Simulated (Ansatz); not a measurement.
CsCl-type AuZn (cubic form, which distorts at low temperature), treated with PBEsol (Ansatz, a first-principles code, plane waves, PAW).

Numerical settings: plane-wave cutoff 520 eV, 18×18×18 k mesh, Fermi–Dirac smearing 0.05 eV, scalar-relativistic PAW data made under PBE.

A third-order Birch–Murnaghan fit to the energies gives V0 = 15.310 Å³/atom, B0 = 143 GPa, B′ = 5.4.

```json
[
 {"V (Å³/atom)": "14.395", "P (GPa)": "___"},
 {"V (Å³/atom)": "14.701", "P (GPa)": "6.48"},
 {"V (Å³/atom)": "15.007", "P (GPa)": "___"},
 {"V (Å³/atom)": "15.313", "P (GPa)": "-0.03"},
 {"V (Å³/atom)": "15.620", "P (GPa)": "___"},
 {"V (Å³/atom)": "15.926", "P (GPa)": "-5.06"},
 {"V (Å³/atom)": "16.232", "P (GPa)": "-7.13"}
]
```

Q: Estimate the withheld pressures from this fit; the answers are the runs' own values.

A: 
- 14.395, P (GPa): 10.40
- 15.007, P (GPa): 3.02
- 15.620, P (GPa): -2.71

The formula P = (3/2) B0 (x^(7/3) − x^(5/3)) [1 + (3/4)(B′ − 4)(x^(2/3) − 1)] with x = V0/V meets the computed pressures within 0.02 GPa when these rounded values are put in.

Measured, for comparison: bulk modulus 131 GPa (temperature not stated, no zero-point or thermal correction; as tabulated in Nepal et al. (2020), arXiv:2007.11150). Computed (rounded) less measured: bulk modulus +9 %. A static lattice is as a rule a little smaller and stiffer than an uncorrected measurement, which narrows the difference in the bulk modulus and would widen misses of the other sign.

Note: symmetry holds this phase in the static calculation, where it need not be a minimum.

Spin–orbit coupling is not included; it can shift volumes and moduli of such heavy elements.

Cost on a shared machine: around 70 core-seconds (rough).
